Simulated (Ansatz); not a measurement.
System: Al-vacancy pair (Al on one host Rh site, one Rh site vacant) in fcc Rh (neutral cell). The step: Al and the vacancy change places (Al-vacancy distance between ideal sites 2.71 Å throughout); the atom moves 2.60 Å along (0.00, 0.48, 0.48) of the unit cell; the moving atom starts with neighbours 4 Rh at 2.68, 2 Rh at 2.72, 4 Rh at 2.74, Rh at 2.75 Å and ends with 4 Rh at 2.68, 2 Rh at 2.72, 4 Rh at 2.74, Rh at 2.75 Å. A PBE band in Ansatz (plane-wave PAW, a 2×2×2 k-point mesh shifted by half a step, 32 host sites, 17 SCF runs with any check of the saddle's order, static, no finite-size correction) gives a forward barrier of 0.72 eV. The saddle point's order was not checked, and it lies on a symmetry element of the cell, where a band can be held. Forms of the defect that were not tried may lie lower.

Single points at the band's start and saddle point can refine it. Rough cost of one point, in units of the band's mean SCF on the same machine:

```
Level                                                          Cost of one point
-------------------------------------------------------------  -----------------
PBE, a 4×4×4 k-point mesh shifted by half a step                         about 6
r2SCAN at 500 eV, a 2×2×2 k-point mesh shifted by half a step            about 3
```

Question: Which of these move the barrier by more than 0.1 eV, and how far does each move it?

Answer: Not one does. PBE, a 4×4×4 k-point mesh shifted by half a step: -0.02 eV; r2SCAN at 500 eV, a 2×2×2 k-point mesh shifted by half a step: -0.02 eV. Each functional is compared with PBE at the same k-points.

Ansatz is an electronic-structure program.
